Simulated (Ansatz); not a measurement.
Start from CaF₂ in the fluorite structure (space group Fm-3m, No. 225; a = 5.439 Å). Axes: x, y, z lie along the cube axes.

Structures relaxed with r2SCAN (Ansatz, a quantum-chemistry and plane-wave program), without spin-orbit coupling.

Base:

Simulated powder pattern, Cu Kα1, λ = 1.54056 Å (kinematic, ideal powder, no thermal factors, no anomalous dispersion; the 14 strongest lines at most, above 2 %, up to 2θ = 90°):

```json
[
 {"2θ (°)": "28.40", "I/Imax (%)": "84", "hkl": "(111)"},
 {"2θ (°)": "47.23", "I/Imax (%)": "100", "hkl": "(220)"},
 {"2θ (°)": "56.03", "I/Imax (%)": "31", "hkl": "(311)"},
 {"2θ (°)": "69.01", "I/Imax (%)": "13", "hkl": "(400)"},
 {"2θ (°)": "76.24", "I/Imax (%)": "11", "hkl": "(331)"},
 {"2θ (°)": "87.86", "I/Imax (%)": "24", "hkl": "(422)"}
]
```

Modification: strain tensor (xx, yy, zz, yz, xz, xy) = (+0.17, +1.23, +0.06, +0.59, +1.05, +0.80) %; the atoms relax in the strained cell.

Question: How do the reflections move or split?

Answer: 
Simulated powder pattern, Cu Kα1, λ = 1.54056 Å (kinematic, ideal powder, no thermal factors, no anomalous dispersion; the 14 strongest lines at most, above 2 %, up to 2θ = 90°):

| 2θ (°) | I/Imax (%) | hkl |
|---|---|---|
| 27.80 | 100 | (111) |
| 28.32 | 99 | (1 -1 1) |
| 28.42 | 98 | (1 1 -1) |
| 28.51 | 98 | (-1 1 1) |
| 46.50 | 82 | (220) |
| 46.63 | 81 | (022) |
| 46.66 | 81 | (202) |
| 47.20 | 78 | (0 2 -2) |
| 47.28 | 77 | (2 -2 0) |
| 47.70 | 75 | (2 0 -2) |
| 55.86 | 24 | (3 -1 1) |
| 68.07 | 21 | (040) |
| 68.90 | 20 | (400) |
| 68.98 | 20 | (004) |

The indices refer to the base's conventional cell; one index is shown for lines that coincide. The space group is now P-1 (No. 2).

Stability against distortions was not tested.
